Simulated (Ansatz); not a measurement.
**A computed series for HfSi2: alloy series**

Take HfSi$_{2}$ (space group Cmcm, No. 63; a = 3.650 Å, b = 14.351 Å, c = 3.635 Å) as the base.

The other end (x = 1) is ZrSi$_{2}$ (space group Cmcm, No. 63): 16.32 Å³/atom, gap zero.

Zr replaces a fraction x of Hf; each row is one arrangement (x, atoms in the cell, starting space group or random), fully relaxed.

All numbers come from DFT with PBEsol, PAW potentials and a 420 eV plane-wave cutoff in Ansatz (a quantum-chemistry and plane-wave program), without spin-orbit coupling, earlier PAW set.

```json
[
 {"Zr fraction x": "0", "volume per atom (Å³/atom)": "15.869"},
 {"Zr fraction x": "0.25 (Pmm2, 12 atoms)", "volume per atom (Å³/atom)": "?"},
 {"Zr fraction x": "0.5 (Pmmn, 12 atoms)", "volume per atom (Å³/atom)": "16.091"},
 {"Zr fraction x": "0.5 (Pmma, 12 atoms)", "volume per atom (Å³/atom)": "16.089"},
 {"Zr fraction x": "1", "volume per atom (Å³/atom)": "16.316"}
]
```

### Question
Fit V(x) = (1 − x) V(0) + x V(1) − b x(1 − x) with the ends held (b = 0 is Vegard's rule) to the rows shown and predict the withheld row.

### Answer
Least squares on the printed values gives b = 0.01 Å³/atom, against 15.981 Å³/atom from the straight line alone (largest residual 0.001 Å³/atom); this predicts 15.979 Å³/atom, and the run gives 15.979 Å³/atom, in agreement.

Each cell is one ordered arrangement of few atoms, which overstates ordering effects compared with a random alloy. Stability against distortions was not tested. All final runs are without spin polarisation.
